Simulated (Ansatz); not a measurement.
System: cubic perovskite EuTiO₃. Method: LDA in Ansatz (plane waves, PAW).

Run with plane-wave cutoff 520 eV, 14×14×14 k mesh, Fermi–Dirac smearing 0.05 eV, spin-polarised with parallel moments, scalar-relativistic PAW data made under PBE.

Cell (relaxed at this level):

```yaml
crystal:
  lattice:
    - [3.83955, 0.00000, 0.00000]
    - [0.00000, 3.83955, 0.00000]
    - [0.00000, 0.00000, 3.83955]
  atoms:
    - { symbol: Eu, position: [0.00000, 0.00000, 0.00000], spin: 7.0 }
    - { symbol: Ti, position: [0.50000, 0.50000, 0.50000] }
    - { symbol: O, position: [0.50000, 0.00000, 0.50000] }
    - { symbol: O, position: [0.00000, 0.50000, 0.50000] }
    - { symbol: O, position: [0.50000, 0.50000, 0.00000] }
```

Task: Give the computed bulk modulus and pressure derivative B′ of the bulk modulus.

Result: 
bulk modulus: 210 GPa
pressure derivative B′ of the bulk modulus: 4.4

Note: the magnetic order was assumed, not searched for or taken from measurement; the 4f shell is treated without U or exact exchange, so its levels and filling can be wrong; functionals without U or exact exchange can leave correlated insulators metallic, so the missing gap need not be real.

Spins in the cell block are starting values.

Spin–orbit coupling is not included; it can open a gap where bands touch, and shift volumes and moduli.

Static lattice: no zero-point or thermal effects.

Computing time: about 9 core-minutes (a rough figure).

Ansatz is a first-principles code.
